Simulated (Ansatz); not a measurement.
We consider C (model structure, Ibam, No. 72, 6 atoms in the cell), described by G0W0@PBEsol in Ansatz (hard PAW, contour deformation).

The cell is the one relaxed with PBEsol. Conventional cell: a = 2.6459 Å, b = 5.5230 Å, c = 4.6461 Å, α = 90.00°, β = 90.00°, γ = 90.00°.

The quasiparticle gap at Γ at a fixed k mesh 2×2×2:

```json
[
 {"response cutoff": "200 eV, 401 empty bands", "value (eV)": "6.774"},
 {"response cutoff": "250 eV, 560 empty bands", "value (eV)": "6.790"},
 {"response cutoff": "300 eV, 736 empty bands", "value (eV)": "6.799"},
 {"response cutoff": "400 eV, 1133 empty bands", "value (eV)": "6.808"}
]
```

Q: Taking the value to converge with the response cutoff E as E^(−3/2), extrapolate from the last two rows.

A: With y = y∞ + c/w and weights w = 5196 and 8000 for the last two rows, y∞ = (w2 y2 − w1 y1)/(w2 − w1) = (8000 × 6.808 − 5196 × 6.799)/2804 = 6.825 eV, which lies 0.017 beyond the last row. Successive pairs of rows give 6.830, 6.828, 6.825. The limit also hangs on the law assumed, so its last digits aren't firm.

The other settings are not extrapolated, so this is the limit in one setting alone.

At the last cutoff the smallest gap on this mesh is 3.88 eV, with an edge away from Γ.

A model structure was made by putting elements into a prototype or built by hand; it is no filed structure, need not be a known phase, and can be a saddle point held by its symmetry.

Ansatz is a quantum-chemistry and plane-wave program.
